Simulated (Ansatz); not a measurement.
Input and output of a self-consistent single point for the (111) slab of LaAl2 (cut from a parent of space group no. 227; 12 atoms in the cell) (Ansatz, a program for electronic structure).

Level of theory: PBEsol, default PAW files made with PBE (plane waves; Ansatz).

The change in words: vacuum of 6 angstrom (first run: 14 Å). Reference geometry:
```yaml
crystal:
  lattice:
    - [5.71928, 0.00000, 0.00000]
    - [2.85964, 4.95304, 0.00000]
    - [0.00000, 0.00000, 21.58831]
  atoms:
    - { symbol: Al, position: [0.65328, 0.65328, 0.35129] }
    - { symbol: Al, position: [0.81995, 0.81995, 0.45944] }
    - { symbol: Al, position: [0.81995, 0.31995, 0.45944] }
    - { symbol: Al, position: [0.31995, 0.81995, 0.45944] }
    - { symbol: Al, position: [0.98662, 0.98662, 0.56759] }
    - { symbol: Al, position: [0.15328, 0.15328, 0.67575] }
    - { symbol: Al, position: [0.15328, 0.65328, 0.67575] }
    - { symbol: Al, position: [0.65328, 0.15328, 0.67575] }
    - { symbol: La, position: [0.31995, 0.31995, 0.37833] }
    - { symbol: La, position: [0.98662, 0.98662, 0.32425] }
    - { symbol: La, position: [0.65328, 0.65328, 0.59464] }
    - { symbol: La, position: [0.31995, 0.31995, 0.54056] }
```

Reference input (self-consistent single point, DFT, PBEsol, plane waves, default PAW files made with PBE): basis.ecutwfc = 420 eV; kpoints.mp_grid.grid = 6 6 1; hamiltonian.xc = pbesol; hamiltonian.pseudopotentials = {kind: paw} (the program's default PAW files); scf.occupations.method = fermi_dirac; scf.occupations.width = 0.1 eV. This run's input differs from it in these lines:

Ansatz 0.2 input:
```diff
@@ -5,16 +5,16 @@
     - [2.85964100, 4.95304300, 0.00000000]
-    - [0.00000000, 0.00000000, 21.58830900]
+    - [0.00000000, 0.00000000, 13.58829100]
   atoms:
-    - { symbol: Al, position: [0.65328100, 0.65328100, 0.35128800] }
-    - { symbol: Al, position: [0.81994800, 0.81994800, 0.45944300] }
-    - { symbol: Al, position: [0.81994800, 0.31994800, 0.45944300] }
-    - { symbol: Al, position: [0.31994800, 0.81994800, 0.45944300] }
-    - { symbol: Al, position: [0.98661500, 0.98661500, 0.56759400] }
-    - { symbol: Al, position: [0.15328100, 0.15328100, 0.67575000] }
-    - { symbol: Al, position: [0.15328100, 0.65328100, 0.67575000] }
-    - { symbol: Al, position: [0.65328100, 0.15328100, 0.67575000] }
-    - { symbol: La, position: [0.31994800, 0.31994800, 0.37832600] }
-    - { symbol: La, position: [0.98661500, 0.98661500, 0.32425000] }
-    - { symbol: La, position: [0.65328100, 0.65328100, 0.59463700] }
-    - { symbol: La, position: [0.31994800, 0.31994800, 0.54055700] }
+    - { symbol: Al, position: [0.65328100, 0.65328100, 0.26373500] }
+    - { symbol: Al, position: [0.81994800, 0.81994800, 0.43556500] }
+    - { symbol: Al, position: [0.81994800, 0.31994800, 0.43556500] }
+    - { symbol: Al, position: [0.31994800, 0.81994800, 0.43556500] }
+    - { symbol: Al, position: [0.98661500, 0.98661500, 0.60739000] }
+    - { symbol: Al, position: [0.15328100, 0.15328100, 0.77922200] }
+    - { symbol: Al, position: [0.15328100, 0.65328100, 0.77922200] }
+    - { symbol: Al, position: [0.65328100, 0.15328100, 0.77922200] }
+    - { symbol: La, position: [0.31994800, 0.31994800, 0.30669100] }
+    - { symbol: La, position: [0.98661500, 0.98661500, 0.22077800] }
+    - { symbol: La, position: [0.65328100, 0.65328100, 0.65035400] }
+    - { symbol: La, position: [0.31994800, 0.31994800, 0.56443500] }
 basis:
```

Log, with long lists cut:

```
SCF iter   1: F=—  HF=-28843.540319 eV  |F-HF|=—  |Δ(HF+E_count)|=         —  Δρ=9.73e-3  dr2=1.10e1  ethr=1.77e-3  ⟨swp⟩=9.0  Hψ=1980  notcnv=0
all-band conjugate gradients solve this SCF's bands
preconditioner: auto → LDOS
SCF iter   2: F=—  HF=-28843.069669 eV  |F-HF|=—  |Δ(HF+E_count)|=   4.71e-1  Δρ=3.66e-3  dr2=4.82e-1  ethr=1.77e-3  ⟨swp⟩=6.3  Hψ=683  notcnv=0
   [... lines left out ...]
SCF iter   7: F=—  HF=-28843.042823 eV  |F-HF|=—  |Δ(HF+E_count)|=   5.63e-5  Δρ=1.94e-5  dr2=3.02e-6  ethr=3.88e-8  ⟨swp⟩=2.6  Hψ=587  notcnv=0
SCF iter   8: F=—  HF=-28843.042823 eV  |F-HF|=—  |Δ(HF+E_count)|=   2.58e-7  Δρ=6.87e-6  dr2=5.21e-7  ethr=4.44e-9  ⟨swp⟩=2.3  Hψ=598  notcnv=0
SCF iter   9: F=—  HF=-28843.042823 eV  |F-HF|=—  |Δ(HF+E_count)|=   4.22e-8  Δρ=2.57e-6  dr2=1.23e-7  ethr=1.47e-10  ⟨swp⟩=15.3  Hψ=1999  notcnv=0
SCF iter  10: F=-28843.042823 eV  HF=-28843.042823 eV  |F-HF|=7.13e-9  |Δ(HF+E_count)|=   4.59e-9  Δρ=1.04e-6  dr2=1.07e-8  ethr=1.47e-10  ⟨swp⟩=5.0  Hψ=975  notcnv=0
SCF 1 converged in 10 iterations: F = -28843.042823 eV  dr2 = 1.07e-8
Free energy (F): -28843.042823 eV
Internal energy: -28842.698778 eV  (E = F + TS)
E sigma→0 (E₀):  -28842.870800 eV
Entropy (-TS):   -0.344045 eV (-28.670 meV/atom)
Fermi energy:    5.814359 eV
--- Forces (eV/Å), atoms counted from 1 ---
  atom   1  Al    -0.00000000    -0.00000000    -0.03470672
  atom   2  Al     0.03400001     0.01962992    -0.18542883
  atom   3  Al    -0.00000000    -0.03925983    -0.18542883
  atom   4  Al    -0.03400001     0.01962992    -0.18542883
  atom   5  Al     0.00000000     0.00000000     0.15812296
  atom   6  Al     0.10628363     0.06136288    -0.24016562
  atom   7  Al     0.00000000    -0.12272576    -0.24016562
  atom   8  Al    -0.10628363     0.06136288    -0.24016562
   [... lines left out ...]
  atom  12  La     0.00000000     0.00000000    -0.06878758
--- Stress (GPa, compression-positive) ---
       -2.898919      -0.000000      -0.000000
        0.000000      -2.898919      -0.000000
       -0.000000      -0.000000      -1.167320
  P = ⅓ Tr σ = -2.3217 GPa (-23.217 kbar)
  The stress holds the Pulay correction. Without it, at fixed plane waves, as pw.x and ABINIT print it: P = -2.3425 GPa
```

The run converged in 10 iterations. Against the reference run the free energy goes down by 2.2 meV/atom and the largest force moves little (0.683 to 0.691 eV/Å).

The starting cell comes from a database of computed structures (which also holds hypothetical and non-ambient phases and stackings), without a prior relaxation at this level. The slab is cut from that crystal, and its faces are unrelaxed. Its lattice was rescaled by up to half a per cent. The two faces of this cut differ, and no dipole correction was used.
